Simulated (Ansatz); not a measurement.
## A computed series for CdSe: response to strain

The reference is CdSe in the wurtzite structure (space group P6_3mc, No. 186; a = 4.340 Å, c = 7.078 Å). Axes: x lies along a and z along c of the hexagonal cell.

Strains are applied to the cell and any free atomic positions relax; under biaxial strain the out-of-plane vector relaxes too.

Level of theory: r2SCAN, PAW, 500 eV (Ansatz, a quantum-chemistry and plane-wave program; spin-orbit coupling left out), earlier PAW set.

Notes on the quantities. pressure: mean of the normal stresses, compression positive.

| case | electron mass | pressure | band gap |
|---|---|---|---|
| base | 0.093 mₑ along c, 0.100 mₑ across (at Γ) | 0.01 GPa | 1.10 eV |
| biaxial strain −2.94 %, plane normal [001], relaxed out of plane | 0.090 mₑ out of plane, 0.10 mₑ in plane (at Γ) | 1.69 GPa | 1.01 eV |
| biaxial strain −0.20 %, plane normal [001], relaxed out of plane | 0.093 mₑ out of plane, 0.100 mₑ in plane (at Γ) | 0.12 GPa | 1.10 eV |
| isotropic strain −2.38 % | [?] | [?] | [?] |
| isotropic strain +3.74 % | 0.080 mₑ along c, 0.085 mₑ across (at Γ) | -4.40 GPa | 0.84 eV |
| isotropic strain +3.81 % | 0.080 mₑ along c, 0.085 mₑ across (at Γ) | -4.46 GPa | 0.83 eV |

Task: Some entries are withheld; estimate them.

Result: 
- isotropic strain −2.38 %, electron mass: 0.100 mₑ along c, 0.11 mₑ across (at Γ)
- isotropic strain −2.38 %, pressure: 4.39 GPa
- isotropic strain −2.38 %, band gap: 1.27 eV

Masses are band curvatures over ±0.01 Å⁻¹ around the edge. Whether these cells are dynamically stable was not tested.
